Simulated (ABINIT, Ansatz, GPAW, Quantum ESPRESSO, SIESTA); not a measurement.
Code comparison for Cu (Fm-3m, 1 atom in the cell)

Self-consistent single point, at a second geometry (lattice scaled by 0.98). First geometry:

```yaml
crystal:
  lattice:
    - [0.00000, 1.80500, 1.80500]
    - [1.80500, 0.00000, 1.80500]
    - [1.80500, 1.80500, 0.00000]
  atoms:
    - { symbol: Cu, position: [0.00000, 0.00000, 0.00000] }
```

Shared settings, as Ansatz (a program for electronic structure) writes them: kpoints.mp_grid.grid = 21 21 21; scf.occupations.method = gaussian; scf.occupations.width = 0.2 eV. Potentials and cutoffs stand in the table.

| code | model | ΔF from the first geometry (meV/atom) | pressure (GPa) | cutoff |
|---|---|---|---|---|
| GPAW | PBE, GPAW PAW datasets PBE (gpaw-data 1.0.1) | 40.2 | 14.12 | 800 eV |
| Ansatz | PBE, default PAW files | 32.1 | 12.97 | default |
| SIESTA | GGA PBE, numerical atomic orbitals DZP, PseudoDojo PBE standard norm-conserving potentials (rewritten from UPF to PSML) | 17.2 | 10.29 | grid 400 Ry |
| Quantum ESPRESSO | PBE, SSSP 1.1.2 efficiency (PBE) pseudopotentials | 34.1 | 12.42 | 50 Ry |
| ABINIT | PBE, PAW (JTH v2.0 PBE PAW) | 31.7 | 12.45 | 816 eV |

For GPAW (by 0.9 GPa), Quantum ESPRESSO (by 1.3 GPa) and ABINIT (by 0.4 GPa) the energy change implies a higher mean pressure, against the two pressures, than for the other programs: a sign of finite-basis (Pulay) stress.

On Ansatz's run: spin polarisation is off.

The spread over the programs that give each value: ΔF from the first geometry within 23.0 meV/atom; pressure within 3.83 GPa.

SIESTA uses small atom-centred bases, whose incompleteness enters pressures, forces and empty levels differently from a plane-wave cutoff. Ansatz's pressure is given at a fixed set of plane waves, as the other plane-wave codes print theirs; with its correction for the finite basis it is 13.12 GPa. In the pressure, GPAW (by 1.41) and SIESTA (by 2.42) lie more than 1 GPa from the median of the plane-wave programs.

The starting cell has typed, rounded lattice constants, without a prior relaxation at this level. For this run, on top of that: lattice scaled by 0.98.

Left out of this page: Elk (not drawn, or without a comparable value); FLEUR (with a known weakness of the program).

Keys are those of Ansatz 0.2.
